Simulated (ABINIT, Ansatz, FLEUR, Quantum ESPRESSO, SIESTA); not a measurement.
# One structure in several programs: Lu2C (R-3m, 3 atoms in the cell)

Self-consistent single point.

```
CELL_PARAMETERS angstrom
      1.74726     1.00878     5.83768
     -1.74726     1.00878     5.83768
      0.00000    -2.01756     5.83768
ATOMIC_POSITIONS crystal
  Lu 0.24083 0.24083 0.24083
  Lu 0.75917 0.75917 0.75917
  C  0.50000 0.50000 0.50000
```

All programs got the same cell, k-point mesh and kind of occupations (in Ansatz's words: kpoints.mp_grid.grid = 9 9 9; scf.occupations.method = gaussian; scf.occupations.width = 0.1 eV); potentials, basis and cutoffs are each program's usual ones.

| code | model | pressure (GPa) | largest force (eV/Å) | k-points | cutoff |
|---|---|---|---|---|---|
| Ansatz | PBEsol, PAW files made with PBE | -2.58 | 0.038 | 85 | default |
| FLEUR | PBEsol, all-electron FLAPW (FLEUR), scalar-relativistic valence | – | 0.031 | 85 | Kmax 4 1/bohr |
| ABINIT | PBEsol, PAW (JTH v2.0 PBE PAW, files made for PBE) | -2.09 | 0.134 | 85 | 24 Ha |
| SIESTA | GGA PBEsol, numerical atomic orbitals DZP, PseudoDojo PBEsol standard norm-conserving potentials (rewritten from UPF to PSML) | -4.88 | 0.027 | 365 | grid 400 Ry |
| Quantum ESPRESSO | PBEsol, PSlibrary ultrasoft (PBE) pseudopotentials | -3.09 | 0.216 | 85 | 50 Ry |

A dash marks a value that a program does not give, or that is left out as unsure.

The spread over the programs that give each value: pressure within 2.79 GPa; largest force within 0.189 eV/Å.

The starting cell comes from a database of computed structures (which also holds hypothetical and non-ambient phases and stackings), without a prior relaxation at this level. On Ansatz's run: Spin-orbit coupling is off.

Task: Why do the programs differ, and what cannot be compared?

Result: Differences of this kind can come from the potentials, where these differ, and from what each basis and cutoff leave unconverged. The valence holds different numbers of electrons (Ansatz (a quantum-chemistry and plane-wave program) 54, FLEUR 54, ABINIT 54, SIESTA 54, Quantum ESPRESSO 26). The zero of total energies and Fermi levels follows the potentials and each program's conventions, so they are not compared here. SIESTA uses small atom-centred bases, whose incompleteness enters pressures, forces and empty levels differently from a plane-wave cutoff. FLEUR treats all electrons, but the usual bases taken here (sphere radii, linearisation, local orbitals, empty states) were not tested for convergence, so the values are no reference for the others. Ansatz's pressure is given at a fixed set of plane waves, as the other plane-wave codes print theirs; with its correction for the finite basis it is -2.48 GPa. The programs reduce the same mesh by symmetry to different extents, which changes the work and not the result. In the pressure, SIESTA (by 2.30) lies more than 1 GPa from the median of the plane-wave programs.

Left out of this page: Elk (not drawn, or without a comparable value).

Keys are those of Ansatz 0.2.
